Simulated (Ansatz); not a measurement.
A computed series for Sn: element substitutions

Start from Sn (space group I4_1/amd, No. 141; a = 5.833 Å, c = 3.158 Å).

Each row replaces one element on all its sites; cell and atoms are relaxed.

Calculations: PBEsol, PAW, 420 eV (Ansatz, a quantum-chemistry and plane-wave program; without spin-orbit coupling).

| case | shortest interatomic distance | c/a ratio |
|---|---|---|
| base | 3.021 Å | 0.541 |
| Sn → Cu | 2.355 Å | 0.527 |
| Sn → Fe | 2.305 Å | 0.538 |
| Sn → Ir | … | … |

Problem. Complete the table.

Solution. 
- Sn → Ir, shortest interatomic distance: 2.496 Å
- Sn → Ir, c/a ratio: 0.566

Other magnetic orders, which the real material may have, were not ruled out. Whether these cells are dynamically stable was not tested. As relaxed here, Cu, Fe and Ir are hypothetical phases, not in the database extracts checked. Spin-polarised in the final run: Fe; the other runs are not.
